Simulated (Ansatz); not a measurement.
An Ansatz (a program for electronic structure) run: Ru with a change (uniaxial strain ε_zz = +2.50 %); LDA (Ansatz), no SOC.

Input:

Ansatz 0.2 input:
```yaml
crystal:
  lattice:
    - [2.6755785968, 0, 0]
    - [-1.3377892984, 2.3171190346, 0]
    - [0, 0, 4.32929905]
  atoms:
    - { symbol: Ru, position: [0.6666666667, 0.3333333333, 0.75] }
    - { symbol: Ru, position: [0.3333333333, 0.6666666667, 0.25] }
basis: { ecutwfc: 420, ecutrho_ratio: 4, xc_grid: 2, fft_grid_basis: typed }
kpoints: { mp_grid: { grid: [25, 25, 14] } }
hamiltonian:
  xc: lda
  dispersion: none
  pseudopotentials: { kind: paw }
scf: { occupations: { method: fermi_dirac, width: 0.1 }, convergence: { dr2_threshold: 0.0000000002 } }
relax: { f_tol: 0.005, max_steps: 50 }
output: { forces: true, stress: true }
checkpoint: { write: state.ck, write_every: 1000 }
```

Output (explanatory and most iteration lines left out):

```
Relaxation: its limit of steps is 50 (relax.max_steps)
Pseudopotential: Ru, paw, valence charge 16
Crystal: 2 atoms, lattice volume = 26.840 Å³
Basis set: ecut = 420 eV, 537 PW (Γ), exchange–correlation on 36×36×60 points (8 copies of the dense FFT grid, shifted against one another)
Bands: 20, of which v1, the nominal top of the filled ones, is band 16 counted from 1 (15 counted from 0)
Symmetry: 24 space group operations
Space group: P63/mmc (ITA 194), of the structure as read, at distance tolerance 3.0e-5 Å
k-points: 520 of 8750
Functional: x = slater, c = lda
SCF iter   1: F=—  HF=-11516.582881 eV  |F-HF|=—  |Δ(HF+E_count)|=         —  Δρ=9.94e-3  dr2=1.16e-2  ethr=1.77e-3  ⟨swp⟩=5.0  Hψ=96351  notcnv=0  defer=90
SCF iter   2: F=—  HF=-11516.581258 eV  |F-HF|=—  |Δ(HF+E_count)|=   1.62e-3  Δρ=5.31e-3  dr2=3.07e-3  ethr=3.63e-5  ⟨swp⟩=2.3  Hψ=18994  notcnv=0  defer=116
SCF 1 converged in 7 iterations: F = -11516.580834 eV  dr2 = 2.45e-11
relax step   1: F+E_penalty+E_count = -11516.58083417 eV  Δ(F+E_penalty+E_count) = +0.000e0 eV  max|allowed force component| = 3.701e-17 eV/Å  Δτ_max = 0.0000 Å  (7 SCF iters, accepted)
SCF converged after 7 iterations
Free energy (F): -11516.580834 eV
Internal energy: -11516.527911 eV  (E = F + TS)
E sigma→0 (E₀):  -11516.554372 eV
Entropy (-TS):   -0.052923 eV (-26.462 meV/atom)
Fermi energy:    23.553347 eV
--- Forces (eV/Å), atoms counted from 1 ---
  atom   1  Ru     0.00000000     0.00000000     0.00000000
  atom   2  Ru     0.00000000    -0.00000000     0.00000000
--- Stress (GPa, compression-positive) ---
       -4.524539       0.000000       0.000000
        0.000000      -4.524539       0.000000
        0.000000       0.000000     -16.824556
  P = ⅓ Tr σ = -8.6245 GPa (-86.245 kbar)
--- Relaxed structure (1 steps of the walk, 1 accepted, 0 SCFs on fresh bases) ---
  atoms:
    - { symbol: Ru, position: [0.6666666666666667, 0.33333333333333337, 0.7500000000000001] }
    - { symbol: Ru, position: [0.33333333333333337, 0.6666666666666667, 0.25] }
```

Whether these cells are dynamically stable was not tested. All final runs are without spin polarisation. The cell was made from Ru in the hcp (Mg type) structure (space group P6_3/mmc, No. 194) by this change: uniaxial strain ε_zz = +2.50 %.
